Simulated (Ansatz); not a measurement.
```yaml
crystal:
  lattice:
    - [11.00000, 0.00000, 0.00000]
    - [0.00000, 11.00000, 0.00000]
    - [0.00000, 0.00000, 3.60852]
  atoms:
    - { symbol: Mg, position: [0.50000, 0.50000, 0.00000] }
    - { symbol: O, position: [0.50000, 0.50000, 0.50000] }
```

Method: PBE (plane waves to 420 eV, PAW; Ansatz, a first-principles code). Mesh 1×1×80. No spin polarisation. Isolated but for its images some 11 Å away. A hypothetical model. It keeps the symmetry and period of its start, so it need not be a minimum against all distortions. Pairing along the axis, which can open a gap, is among the distortions not tried.

Question: Tabulate the two highest filled and two lowest empty levels along the axis, from the valence top.

Answer: 
```csv
k (2π/c),v2 (eV),v1 (eV),c1 (eV),c2 (eV)
0.000,-0.28,-0.28,3.24,–
0.042,-0.28,-0.28,3.27,–
0.083,-0.27,-0.27,3.36,–
0.125,-0.25,-0.25,3.50,–
0.167,-0.22,-0.22,3.68,–
0.208,-0.18,-0.18,3.91,–
0.250,-0.15,-0.15,4.17,–
0.292,-0.11,-0.11,–,–
0.333,-0.07,-0.07,–,–
0.375,-0.04,-0.04,–,–
0.417,-0.02,-0.02,–,–
0.458,-0.01,-0.01,–,–
0.500,0.00,0.00,–,–
```
A dash stands for levels within 1 eV of the vacuum level or above it.
